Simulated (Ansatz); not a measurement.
System: CaO (P6₃/mmc, No. 194, 4 atoms in the cell; start mp-545512; a measured phase of this formula has another space group). Method: r²SCAN (Ansatz, an electronic-structure program, PAW).

Run with plane-wave cutoff 560 eV, 12×12×8 k mesh (along the axes of the cell as run), Fermi–Dirac smearing 0.01 eV, scalar-relativistic PAW data made under PBE.

The cell is the one relaxed with PBEsol. Conventional cell: a = 3.9562 Å, b = 3.9562 Å, c = 4.7432 Å, α = 90.00°, β = 90.00°, γ = 120.00°.

```
CaO
1.0
    3.95620     0.00000     0.00000
   -1.97810     3.42617     0.00000
    0.00000     0.00000     4.74324
Ca O
2 2
Direct
  0.33333   0.66667   0.75000
  0.66667   0.33333   0.25000
  0.33333   0.66667   0.25000
  0.66667   0.33333   0.75000
```

### Question
List the 15 lowest band energies at Γ above −25 eV (eV, relative to the valence band maximum), grouping those that round alike.

### Answer
At Γ: -19.43, -19.17 (×2), -18.96 (×2), -18.82, -16.42, -16.26, -1.22 (×2), -1.19 (×2), -1.08, 0.00, 3.70.

Note: cell and atoms aren't relaxed at this level (pressure 1.8 GPa).

A start named mp-… is a Materials Project structure, which need not be a measured phase.
